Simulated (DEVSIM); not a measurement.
abrupt GaAs p-n junction

Device: abrupt GaAs p-n junction, at 300 K.

```csv
layer (left to right),material,thickness (μm),Nd (cm⁻³),Na (cm⁻³),τn (s),τp (s)
1,GaAs,0.460,-,2.5e16,6.9e-10,6.9e-10
2,GaAs,19.0,1.3e15,-,6.9e-10,6.9e-10
```

Left contact: ohmic. Right contact: ohmic. Voltage is applied to the left contact. Recombination: SRH at mid-gap, radiative. Mobility is constant in doping.

The device is made up for the run: typed textbook-type constants, with dimensions and the other settings drawn at random. Values at 300 K.

```
parameter        GaAs
-------------  ------
gap (eV)        1.424
affinity (eV)    4.07
permittivity     12.9
Nc (cm⁻³)      4.7e17
Nv (cm⁻³)        9e18
μn (cm²/Vs)      8500
μp (cm²/Vs)       400
B (cm³/s)       2e-10
```

Model (solved in DEVSIM): 1D drift-diffusion, Boltzmann statistics, complete ionisation; no tunnelling, impact ionisation, image-force lowering or self-heating.

```
Property                                            Value
---------------------------------------------  ----------
Potential step across the device at zero bias     1.120 V
Largest field in the device at zero bias       19000 V/cm
Dark forward voltage at 1 A/cm²                   0.922 V
Dark forward voltage at 100 A/cm²                 1.156 V
```

Dark reverse current:

```
V (V)  J (A/cm²)
-----  ---------
-0.10    -2.5e-9
-0.25    -5.0e-9
-0.50    -8.6e-9
-0.75    -1.2e-8
-1.00    -1.5e-8
-1.50    -2.0e-8
-2.00    -2.4e-8
-2.50    -2.9e-8
-3.25    -3.4e-8
-4.00    -3.9e-8
-5.00    -4.5e-8
```

Small-signal capacitance in reverse bias (quasi-static):

| V (V) | C (nF/cm²) |
|---|---|
| -0.1 | 9.85 |
| -0.25 | 9.27 |
| -0.5 | 8.49 |
| -0.75 | 7.89 |
| -1 | 7.39 |
| -1.5 | 6.64 |
| -2 | 6.07 |
| -2.5 | 5.63 |
| -3.25 | 5.12 |
| -4 | 4.72 |
| -5 | 4.32 |
